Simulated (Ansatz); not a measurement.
## Elastic constant C11 of L1₂ (Cu3Au-type) Ni3Si at several levels of theory

No measured value is used here.

| level (code) | value (GPa) | cell (Å³/atom) |
|---|---|---|
| LDA (Ansatz) | (withheld) | 10.07 |
| PBE (Ansatz) | 312 | 10.78 |
| PBEsol (Ansatz) | 350 | 10.36 |
| r²SCAN (Ansatz) | 350 | 10.40 |

Question: Fill in the missing entries.

Answer: 
- LDA (Ansatz, a program for electronic structure), value (GPa): 375

The crystal itself was run without spin with LDA, PBE, PBEsol, r²SCAN. Each level is taken at its own relaxed cell. Cutoffs differ between the levels. Ansatz's density-functional and Hartree–Fock values are scalar-relativistic unless marked +SOC, with PAW data made under PBE.
